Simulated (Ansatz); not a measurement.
Consider BP in the zinc blende structure (space group F-43m, No. 216).

```yaml
crystal:
  lattice:
    - [0.00000, 2.27414, 2.27414]
    - [2.27414, 0.00000, 2.27414]
    - [2.27414, 2.27414, 0.00000]
  atoms:
    - { symbol: P, position: [0.75000, 0.75000, 0.75000] }
    - { symbol: B, position: [0.00000, 0.00000, 0.00000] }
```

Method: PBE/PAW in Ansatz (a program for electronic structure), scalar-relativistic without spin-orbit coupling, earlier PAW set.

For the base:

- Density: 2.95 g/cm³
- Hole mass: 0.26, 0.26, 0.33 mₑ (at Γ)
- Band gap: 1.25 eV
- Smallest direct gap: 3.39 eV
- Width of the top valence band: 5.43 eV

It is then changed as follows: a hydrostatic pressure of 30 GPa.

Question: Estimate the effect on the density, hole mass, band gap, smallest direct gap and width of the top valence band.

Answer: The density rises by 0.45 g/cm³ to 3.40 g/cm³; the hole mass (degenerate bands, along [100]) goes from 0.26, 0.26, 0.33 mₑ (at Γ) to 0.24, 0.24, 0.41 mₑ (at Γ); the band gap shrinks by 0.22 eV to 1.03 eV; the smallest direct gap rises by 0.255 eV, from 3.39 eV to 3.65 eV; the width of the top valence band grows by 0.85 eV to 6.28 eV.

Load acts through the strain it causes; cell and atoms are relaxed under it. Effective masses come from finite differences of ±0.01 Å⁻¹. No phonon test of stability was made. No other phases were tried under pressure.
